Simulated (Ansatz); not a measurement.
## SiO2 (space group P4_12_12, No. 92)

Space group P4₁2₁2 (No. 92); a = b = 4.980 Å, c = 6.917 Å, α = β = γ = 90.00°

| atom | site | symmetry | x | y | z |
|---|---|---|---|---|---|
| Si | 4a | ..2 | 0.3024 | 0.3024 | 0.0000 |
| O | 8b | 1 | 0.2382 | 0.1093 | 0.1814 |

The values are results of r2SCAN in Ansatz (plane waves to 500 eV, PAW, scalar-relativistic without spin-orbit coupling), earlier PAW set, not measurements. Settings: 6×6×4 k-points, 0.05 eV Fermi–Dirac smearing.

- Volume per atom = 14.29 Å³
- Density = 2.33 g/cm³
- Band gap = 6.35 eV, direct at Γ
- Electron mass = 0.53 mₑ
- Hole mass = 1.7 mₑ along c, 2.0 mₑ across
- Lowest conduction-band minima above the VBM = Γ 6.35 eV
- Total energy = -593.360 eV/atom (σ→0; compares only within this code and set-up)

Effective masses come from finite differences of ±0.01 Å⁻¹. Whether these cells are dynamically stable was not tested.

Ansatz is a first-principles code.
